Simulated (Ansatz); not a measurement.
Worked calculations on one periodic cell of amorphous Hf$_{18}$O$_{38}$Ge: Hf18O38Ge, 57 atoms, volume 740.5 Å³, made by a melt-quench on the CHGNet potential and relaxed with DFT. O atoms were pushed apart under 1.9 Å during the dynamics, to hinder bonds among them. It is a model cell: composition and starting density were chosen by hand, and all elements were melted together. Cycles of charging were run to anneal it. Computed with PBE, scalar-relativistic without spin-orbit coupling (plane waves to 420 eV, PAW; Ansatz, an electronic-structure program). Sampling: a 2×2×2 Γ-centred mesh; Fermi-Dirac width 0.02 eV; no spin polarisation. Its volume was relaxed, its shape was free, and it stands at a mean pressure of 0.0 GPa with stress components up to 0.1 GPa; the relaxation ran on the zone centre alone. Its density went from a set 8.72 to 8.73 g/cm³. The cell is small and was quenched far faster than a real film, so it is one sample of the glass.

Problem. Count formal charges (Hf +4, O -2, Ge +4). What does the count lead one to expect at the Fermi level, and what does the calculation give?

Solution. 18 × (+4) + 38 × (-2) + 1 × (+4) = 0. The charges balance, so the anion-derived valence states can be full and a gap can open. On this mesh the highest filled and lowest empty level lie 3.88 eV apart, the PBE gap of this cell, with a localised state at one edge or both.

Four energies for an added electron at PBE on the zone centre alone (charged cells in a uniform background, spin-polarised): neutral at the neutral geometry -308929.654 eV; charged at the neutral geometry -308914.153 eV; charged and relaxed -308914.511 eV; neutral at the charged geometry -308929.074 eV.

Problem. Find the two relaxation energies and their sum, the reorganisation energy.

Solution. On charging: -308914.153 − (-308914.511) = 0.358 eV. On discharging: -308929.074 − (-308929.654) = 0.580 eV. The sum is 0.938 eV. The carrier's level spreads over 8 of the 57 atoms' worth, so it counts as partly localised, most on one Hf atom with neighbours O 2.02 Å, O 2.04 Å, O 2.11 Å, O 2.14 Å, O 2.23 Å, O 2.34 Å, O 2.42 Å (neutral geometry). The values are uncorrected: the image energy of a point charge in this cell, 2.84 × 14.40 / (2 × 9.0) = 2.3 eV before screening, is screened by electrons alone at the fixed geometry and by ions too after relaxing, and the carrier can be spread before it relaxes, so each term can be off by up to that value times 1/ε∞, some tenths of an eV. PBE's self-interaction favours spread-out carriers, so a hybrid can localise more.

Four energies for a hole at PBE on the zone centre alone (charged cells in a uniform background, spin-polarised): neutral at the neutral geometry -308929.654 eV; charged at the neutral geometry -308941.134 eV; charged and relaxed -308941.312 eV; neutral at the charged geometry -308928.889 eV.

Problem. Find the two relaxation energies and their sum, the reorganisation energy.

Solution. On charging: -308941.134 − (-308941.312) = 0.178 eV. On discharging: -308928.889 − (-308929.654) = 0.765 eV. The sum is 0.943 eV. The carrier's level spreads over 3 of the 57 atoms' worth, so it counts as localised, most on one O atom with neighbours Hf 1.98 Å, Hf 2.04 Å (neutral geometry). The values are uncorrected: the image energy of a point charge in this cell, 2.84 × 14.40 / (2 × 9.0) = 2.3 eV before screening, is screened by electrons alone at the fixed geometry and by ions too after relaxing, and the carrier can be spread before it relaxes, so each term can be off by up to that value times 1/ε∞, some tenths of an eV. PBE's self-interaction favours spread-out carriers, so a hybrid can localise more.
